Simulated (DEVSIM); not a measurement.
System: Si p-i-n diode, at 300 K.

Layer 1 from the left is Si, thickness (μm) 0.380, Na (cm⁻³) 5.4e18, τn (s) 0.00083, τp (s) 0.00083. Layer 2 from the left is Si, thickness (μm) 4.30, Nd (cm⁻³) 6.7e13, τn (s) 0.00083, τp (s) 0.00083. Layer 3 from the left is Si, thickness (μm) 1.20, Nd (cm⁻³) 2.4e18, τn (s) 0.00083, τp (s) 0.00083.

Left contact: ohmic. Right contact: ohmic. Voltage is applied to the left contact. Recombination: SRH at mid-gap, radiative, Auger. Mobility is constant in doping.

The device is made up for the run: typed textbook-type constants, with dimensions and the other settings drawn at random. Values at 300 K.

Si: gap (eV) 1.124, affinity (eV) 4.05, permittivity 11.7, Nc (cm⁻³) 2.86e19, Nv (cm⁻³) 3.1e19, μn (cm²/Vs) 1417, μp (cm²/Vs) 470, B (cm³/s) 4.7e-15, Cn (cm⁶/s) 2.8e-31, Cp (cm⁶/s) 9.9e-32.

DEVSIM, 1D drift-diffusion, Boltzmann statistics, complete ionisation; no tunnelling, impact ionisation, image-force lowering or self-heating.

Q: What does the simulation give for the dark forward voltage at 100 A/cm², the potential step across the device at zero bias, the dark forward voltage at 1 A/cm²?

A: dark forward voltage at 100 A/cm² 0.800 V; potential step across the device at zero bias 1.015 V; dark forward voltage at 1 A/cm² 0.678 V.
